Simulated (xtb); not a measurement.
xtb 6.7.1, GFN2-xTB: Ti(OMe)2(OtBu)2 (C[O][Ti]([O]C)([O]C(C)(C)C)[O]C(C)(C)C), 39 atoms. The geometry is a generated start, not checked to be a minimum at this level.

```
Property                  Result
-----------------  -------------
run flags                 --grad
method                  GFN2-xTB
--acc                1 (default)
--etemp (K)        300 (default)
basis functions               90
valence electrons             92
```

Charge 0 and multiplicity 1 are set for this test and not shown to be the ground state.

One run each on 1 thread. Values of broydamp tried: 0.02, 0.05, 0.1, 0.2, 0.4 (default), 0.6, 0.8, 1.

Problem. Predict the course of the SCC iterations along this series.

Solution. Fewest SCC iterations, within one of each other: 0.4 (default) with 12, 0.6 with 11, 0.8 with 12. The count rises to 19 at 0.02. All converge to one solution.

```
broydamp       SCC iterations            end
-------------  --------------  -------------
0.02                       19  same solution
0.05                       16  same solution
0.1                        15  same solution
0.2                        14  same solution
0.4 (default)              12  same solution
0.6                        11  same solution
0.8                        12  same solution
1                          13  same solution
```
